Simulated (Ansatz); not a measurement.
The structure below was relaxed with r2SCAN (Ansatz, a program for electronic structure), without spin-orbit coupling.

Space group Immm (No. 71); a = 2.7612 Å, b = 3.9231 Å, c = 8.3136 Å, α = β = γ = 90.00°

| atom | site | symmetry | x | y | z |
|---|---|---|---|---|---|
| Pd | 4i | mm2 | 0.0000 | 0.0000 | 0.1662 |
| Pt | 2c | mmm | 0.0000 | 0.0000 | 0.5000 |

Q: Write out a cell with all atoms.

A: 
```cif
data_Pd4Pt2
_chemical_formula_sum 'Pd4 Pt2'
_space_group_name_H-M_alt 'P 1'
_space_group_IT_number 1
_cell_length_a 2.76123
_cell_length_b 3.92312
_cell_length_c 8.31359
_cell_angle_alpha 90.000
_cell_angle_beta 90.000
_cell_angle_gamma 90.000
loop_
_space_group_symop_operation_xyz
  'x, y, z'
loop_
_atom_site_label
_atom_site_type_symbol
_atom_site_fract_x
_atom_site_fract_y
_atom_site_fract_z
_atom_site_occupancy
Pd1 Pd 0.50000 0.50000 0.66620 1
Pd2 Pd 0.00000 0.00000 0.83380 1
Pt1 Pt 0.50000 0.50000 0.00000 1
Pd3 Pd 0.00000 0.00000 0.16620 1
Pd4 Pd 0.50000 0.50000 0.33380 1
Pt2 Pt 0.00000 0.00000 0.50000 1
```
This is the conventional cell.

Each cell is one ordered arrangement of few atoms, which overstates ordering effects compared with a random alloy. Whether these cells are dynamically stable was not tested. The final runs are not spin-polarised. The cell was made from Pd by this change: x(Pt) = 0.333, 3 atoms, Immm. Pd2Pt has a high density of states at the Fermi level and may be magnetic at this level.
